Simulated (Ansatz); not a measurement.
**zinc-blende BAs: the defect H_As**

Method: PBE, PAW (plane waves to 420 eV; Ansatz, a quantum-chemistry and plane-wave program). Cell: 64 sites, 2×2×2; final energies on a 2×2×2 shifted mesh. Site at the start: the As site. These values are not converged in cell size to better than tenths of an eV. PBE underestimates the host's gap, which shifts levels and can delocalise carriers. Spin–orbit coupling is left out. Each state is the lowest found from its start.

```json
[
 {"charge": "+2", "moment (μB)": "not spin-polarised", "largest move off a lattice site (Å)": "0.85"},
 {"charge": "+1†", "moment (μB)": "fractional", "largest move off a lattice site (Å)": "0.91"},
 {"charge": "0", "moment (μB)": "not spin-polarised", "largest move off a lattice site (Å)": "0.99"},
 {"charge": "−1†", "moment (μB)": "fractional", "largest move off a lattice site (Å)": "0.98"}
]
```

† Not settled in this cell, so no level is given: charge +1: fractional moment, a level filled in part; charge −1: fractional moment, a level filled in part.

Starting moments that weren't kept: charge +1 began with 1 μB and ended with 0.5; charge −1 began with 1 μB and ended with 0.5.
